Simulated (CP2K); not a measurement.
Band structure of Os (P6_3/mmc, 4 atoms in the cell).

```
CELL_PARAMETERS angstrom
      2.74343     0.00000     0.00000
     -1.37171     2.37588     0.00000
      0.00000     0.00000     8.82699
ATOMIC_POSITIONS crystal
  Os 0.00000 0.00000 0.00000
  Os 0.00000 0.00000 0.50000
  Os 0.33333 0.66667 0.25000
  Os 0.66667 0.33333 0.75000
```

Method: CP2K with PBE, GPW, DZVP-MOLOPT-SR-GTH basis, GTH-PBE potentials (GTH_POTENTIALS).

Settings: CUTOFF = 500 Ry; REL_CUTOFF = 60 Ry; SMEAR/METHOD = GAUSSIAN; SIGMA = 0.1 eV; KPOINTS/SCHEME = MONKHORST-PACK 9 9 3; XC_FUNCTIONAL = PBE; Os/BASIS_SET = DZVP-MOLOPT-SR-GTH; Os/POTENTIAL = GTH-PBE-q16; METHOD = GPW; EPS_DEFAULT = 1e-10; EXTRAPOLATION = USE_GUESS; NGRIDS = 5; SCF_GUESS = ATOMIC; EPS_SCF = 1e-07.

The starting cell was generated: these elements placed on a structure prototype, without a prior relaxation; it need not be a known phase or ordering of this composition. Its lattice was rescaled by a random factor within 2.5 % of one. Spin-orbit coupling is off. Spin polarisation is off. Values carry the incompleteness of an atom-centred basis.

Levels in eV from the Fermi level, bands 29 to 34:
| point | 29 | 30 | 31 | 32 | 33 | 34 |
|---|---|---|---|---|---|---|
| Γ | -2.56 | -2.41 | -2.41 | -0.82 | -0.82 | -0.27 |
| M | -1.05 | 0.22 | 1.22 | 2.14 | 2.18 | 2.32 |
| K | -1.38 | -1.38 | 0.21 | 0.21 | 1.31 | 1.49 |
| A | -2.75 | -2.75 | -2.07 | -2.07 | -0.33 | -0.33 |
| L | -0.90 | -0.90 | 1.12 | 1.12 | 2.19 | 2.19 |
| H | -1.36 | -1.36 | -0.30 | -0.30 | 1.53 | 1.53 |

Bands cross the Fermi level along this path, so the cell is metallic at this level.

Higher empty bands are left out: an atom-centred basis made for the valence describes them poorly.
